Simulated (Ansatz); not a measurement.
Base system: Be in the hcp (Mg type) structure (space group P6_3/mmc, No. 194).

```
Be
1.0
    2.25685     0.00000     0.00000
   -1.12842     1.95449     0.00000
    0.00000     0.00000     3.55250
Be
2
Direct
  0.33333   0.66667   0.75000
  0.66667   0.33333   0.25000
```

All numbers come from Ansatz (a program for electronic structure) PBEsol, no spin-orbit coupling, earlier PAW set.

Before the change:

- Volume per atom: 7.83 Å³
- c/a ratio: 1.574

One thing is altered: full substitution Be → Al, then cell and atoms are relaxed.

Predict the new volume per atom and c/a ratio.

The volume per atom rises by 8.481 Å³, from 7.83 Å³ to 16.32 Å³; the c/a ratio grows by 0.093, from 1.574 to 1.667.

Stability against distortions was not tested. For Al in this form, whether it has been made was not checked. This is not the structure that Al has at room temperature and ambient pressure.
